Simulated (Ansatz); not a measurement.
**Pressure series in SiSe2**

The parent structure is SiSe$_{2}$ (space group Ibam, No. 72; a = 6.301 Å, b = 9.302 Å, c = 5.856 Å; made of chains).

Cell and atoms are relaxed at each pressure.

All numbers come from Ansatz (a program for electronic structure) PBEsol, spin-orbit coupling left out.

Candidates:
(a) pressure 2.1 GPa
(b) pressure 4.5 GPa
(c) pressure 0.9 GPa

Before the change:

The band gap is 1.65 eV.

Order them by band gap, highest first.

(c) pressure 0.9 GPa (1.40 eV), (a) pressure 2.1 GPa (1.23 eV), (b) pressure 4.5 GPa (1.01 eV)

Load acts through the strain it causes; cell and atoms are relaxed under it. No phonon test of stability was made. No dispersion term is included in the PBEsol runs.
